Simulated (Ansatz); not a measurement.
Effective masses and thermopower of La2O3 under load (space group P-3m1)

Consider the following.

```
La2O3
1.0
    3.84882     0.00000     0.00000
   -1.92441     3.33317     0.00000
    0.00000     0.00000     5.59186
La O
2 3
Direct
  0.66667   0.33333   0.76425
  0.33333   0.66667   0.23575
  0.66667   0.33333   0.34628
  0.33333   0.66667   0.65372
  0.00000   0.00000   0.00000
```

Method: PBEsol with spin-orbit coupling, rigid bands (plane waves, PAW; Ansatz, a first-principles code). Condition of this run: hydrostatic pressure 15 GPa with spin-orbit coupling (the target of the relaxation). How the cell was made: cell and atoms relaxed with PBEsol, then loaded as said.

The band gap is 3.67 eV and the electron conductivity mass (300 K, dilute) is 1.35 (x), 1.35 (y), 1.18 (z) mₑ. The hole conductivity mass (300 K, dilute) is 1.90 (x), 1.90 (y), 1.70 (z) mₑ, the effective density of states N_c (300 K) is 6.8e19 cm⁻³ and the effective density of states N_v (300 K) comes out as 4.3e20 cm⁻³. The density-of-states mass, electrons comes out as 1.95 mₑ, the density-of-states mass, holes is 6.6 mₑ and the Seebeck coefficient, n-type 1e19 cm⁻³, 300 K is -381 μV/K. The Seebeck coefficient, p-type 1e19 cm⁻³, 300 K comes out as 538 μV/K.

Rigid bands; masses and Seebeck coefficients take one relaxation time τ for all states and one kind of carrier; polarons and phonon drag are left out.
